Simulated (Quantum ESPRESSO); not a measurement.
Troubleshooting Quantum ESPRESSO: a failed run on SnP3O9 (P1, 26 atoms in the cell). The aim is a self-consistent single point with DFT, PBEsol, plane waves, GBRV 1.5 ultrasoft (PBESOL) pseudopotentials.

Cell that was meant: a = 6.6449 Å, b = 7.0746 Å, c = 7.8468 Å, α = 83.52°, β = 80.44°, γ = 82.82°.

Part of the input:

```fortran
 occupations = 'smearing'
 smearing = 'marzari-vanderbilt'
 degauss = 0.0147
/
ATOMIC_SPECIES
Sn   118.7100  sn_pbesol_v1.4.uspp.F.UPF
P     30.9738  p_pbesol_v1.5.uspp.F.UPF
```

Output, abridged:

```
     This program is part of the open-source Quantum ESPRESSO suite
     for quantum simulation of materials; please cite

 %%%%%%%%%%%%%%%%%%%%%%%%%%%%%%%%%%%%%%%%%%%%%%%%%%%%%%%%%%%%%%%%%%%%%%%%%%%%%%
     Error in routine  read_namelists (1):
      bad line in namelist &electrons: "   0.1960515583     0.1096052612     1.1593208325" (error could be in the previous line)
 %%%%%%%%%%%%%%%%%%%%%%%%%%%%%%%%%%%%%%%%%%%%%%%%%%%%%%%%%%%%%%%%%%%%%%%%%%%%%%

     stopping ...
```

Task: From the messages shown, name the fault and mend the input.

Result: The fault is a required namelist left out. The program reads the namelists in a fixed order, even empty ones. To fix it, add the namelist. The program stopped before any SCF iteration.

An input that runs soundly differs in these lines (not the only fix; some lines may just follow from the change or write a value another way):
```diff
+/
+&ELECTRONS
+ conv_thr = 1e-10
```

With that input, the run converged in 16 iterations: free energy E − TS -13495.6075 eV; Fermi level (on the code's own zero) 4.89 eV; pressure -2.86 GPa; largest force (vector length) 2.784 eV/Å (DFT, PBEsol, plane waves, GBRV 1.5 ultrasoft (PBESOL) pseudopotentials).

On the sound input: the starting cell comes from a database of computed structures (which also holds hypothetical and non-ambient phases and stackings), without a prior relaxation at this level. Its atoms were displaced at random from the sites of space group no. 2. Forces in this geometry exceed 1 eV/Å. The run gives no clean gap (levels at the Fermi energy touch, overlap or are partly filled at this smearing), which alone does not show that the compound is a metal.
